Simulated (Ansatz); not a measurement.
The starting structures come from a database of crystals and need not be the phases stable at ambient conditions.

By PBEsol, the system below comes out a metal.

A figure of merit of an interconnect metal is its ballistic conductance per area.

Given:

```
CELL_PARAMETERS angstrom
      2.99075     0.00000     0.00000
     -1.49538     2.59007     0.00000
      0.00000     0.00000    11.46140
ATOMIC_POSITIONS crystal
  Nb 0.66667 0.33333 0.87715
  Nb 0.33333 0.66667 0.12285
  Nb 0.33333 0.66667 0.37715
  Nb 0.66667 0.33333 0.62285
  N  0.00000 0.00000 0.00000
  N  0.00000 0.00000 0.50000
  N  0.66667 0.33333 0.25000
  N  0.33333 0.66667 0.75000
```

Space group of this cell: P6_3/mmc. The cell is taken as given; by PBEsol its mean pressure is -14.0 GPa.

The current flows along the normal of the first two printed cell vectors, the (001) plane of the conventional cell. No spin-orbit coupling; the value is a mean over 0.1 eV about the Fermi level.

Q: Give the ballistic conductance per area that PBEsol run with Ansatz (a first-principles code) yields.

A: 0.53 × 10¹⁵ S/m² for both spins.
